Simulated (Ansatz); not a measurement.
## Nb, response to strain

Consider Nb in the bcc (W type) structure (space group Im-3m, No. 229; a = 3.248 Å; relaxed with 0.1 eV smearing). Axes: x, y, z lie along the cube axes.

Strains are applied to the cell and any free atomic positions relax; under biaxial strain the out-of-plane vector relaxes too.

Computed with DFT with LDA, PAW potentials and a 420 eV plane-wave cutoff in Ansatz (a program for electronic structure), no spin-orbit coupling.

Notes on the quantities. energy relative to the base: free energy F.

```csv
"biaxial strain, plane normal [111], relaxed out of plane (%)",energy relative to the base (meV/atom)
-1.67,2.0
-1.25,?
-0.83,0.4
-0.42,0.1
0,0.0
```

**Question.** Fit ΔE = Aε² + Bε³ (ε in %) to the rows shown and predict the withheld row.

**Answer.** Least squares on the printed values gives A = 0.455 and B = -0.16 meV/atom (largest residual 0.0 meV/atom); this predicts 1.0 meV/atom, and the run gives 1.1 meV/atom, in agreement.

No phonon test of stability was made. All final runs are without spin polarisation.
